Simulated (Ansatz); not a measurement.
The structure below was relaxed with r2SCAN in Ansatz (plane waves to 500 eV, PAW, scalar-relativistic without spin-orbit coupling), earlier PAW set.

```xyz
2
Lattice="0.0000 3.1434 3.1434 3.1434 0.0000 3.1434 3.1434 3.1434 0.0000" Properties=species:S:1:pos:R:3 pbc="T T T"
Nb     4.7151     4.7151     4.7151
In     0.0000     0.0000     0.0000
```

Problem. Find the space group and the Wyckoff positions.

Solution. Space group F-43m (No. 216); a = b = c = 6.287 Å, α = β = γ = 90.00°

```
atom  site  symmetry       x       y       z
----  ----  --------  ------  ------  ------
Nb      4c      -43m  0.2500  0.2500  0.2500
In      4a      -43m  0.0000  0.0000  0.0000
```

Problem. Describe the coordination.

Solution. The crystal has 8 atoms in its conventional cell. Cell: a = 6.287 Å, b = 6.287 Å, c = 6.287 Å, α = 90.00°, β = 90.00°, γ = 90.00°. Nb has 4 In at 2.722 Å (tetrahedral). In sees 4 Nb at 2.722 Å (tetrahedral). (Neighbours: up to the widest gap in distance over summed covalent radii, below 1.35, at either atom.)

No phonon test of stability was made. The final runs are not spin-polarised. The cell was made from InSb by this change: Sb → Nb; the result is a hypothetical phase, not in the database extracts checked. NbIn has a high density of states at the Fermi level and may be magnetic at this level.

Ansatz is an electronic-structure program.
